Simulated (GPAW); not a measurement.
Parameter sweep on P2Cu2Li (I4/mmm, 5 atoms in the cell)

```cif
data_Cu2LiP2
_chemical_formula_sum 'P2 Cu2 Li1'
_space_group_name_H-M_alt 'P 1'
_space_group_IT_number 1
_cell_length_a 5.50954
_cell_length_b 5.50954
_cell_length_c 5.50954
_cell_angle_alpha 138.689
_cell_angle_beta 138.689
_cell_angle_gamma 59.850
loop_
_space_group_symop_operation_xyz
  'x, y, z'
loop_
_atom_site_label
_atom_site_type_symbol
_atom_site_fract_x
_atom_site_fract_y
_atom_site_fract_z
_atom_site_occupancy
P1 P 0.38800 0.38800 0.00000 1
P2 P 0.61200 0.61200 0.00000 1
Cu1 Cu 0.75000 0.25000 0.50000 1
Cu2 Cu 0.25000 0.75000 0.50000 1
Li1 Li 0.00000 0.00000 0.00000 1
```

Base run A: PBEsol, real-space grid, GPAW PAW datasets PBEsol (made by gpaw-setup) (GPAW), self-consistent single point.

Its settings: mode = fd; h = 0.2 Å; xc = PBEsol; kpts = 7 7 7; mesh shift (steps) = 0 0 0; occupations.name = fermi-dirac; occupations.width = 0.1 eV; nbands = -9; convergence.forces = 0.001 eV/Å; symmetry.symmorphic = false; symmetry.tolerance = 0.0005; maxiter = 100.

The starting cell comes from a database of published, mostly measured structures (it also holds non-ambient and calculated ones), without a prior relaxation at this level. Spin polarisation is off; with an odd number of electrons in the cell that forces a metal, and a magnetic state may lie lower.

ΔF is the free energy per atom less that of run A. A dash stands where there is no value to compare (another energy zero or no entropy term, no result, no spin, no clean gap, or a mesh too coarse for one). 

```
run  occupations.width  ΔF (meV/atom)  largest force (eV/Å)  TS (meV/atom)         ending
---  -----------------  -------------  --------------------  -------------  -------------
A               0.1 eV           0.00                 0.372            5.7      converged
B             0.002 eV            2.9                 0.371            0.0      converged
C              0.01 eV            2.8                 0.369            0.1      converged
D             0.025 eV            2.6                 0.368            0.4      converged
E              0.05 eV            2.0                 0.365            1.3      converged
F              0.15 eV           -3.8                 0.384           14.1      converged
G               0.2 eV           -9.4                 0.399           26.5      converged
H               0.3 eV          -26.7                 0.446           64.8      converged
I               0.5 eV          -90.0                 0.577          214.2      converged
J               0.8 eV              –                     –              –  not converged
```

Run F against A: The free energy drops by 3.8 meV/atom and the largest force goes from 0.372 to 0.384 eV/Å.

Run D against A: The free energy goes up by 2.6 meV/atom and the largest force moves little (0.372 to 0.368 eV/Å).
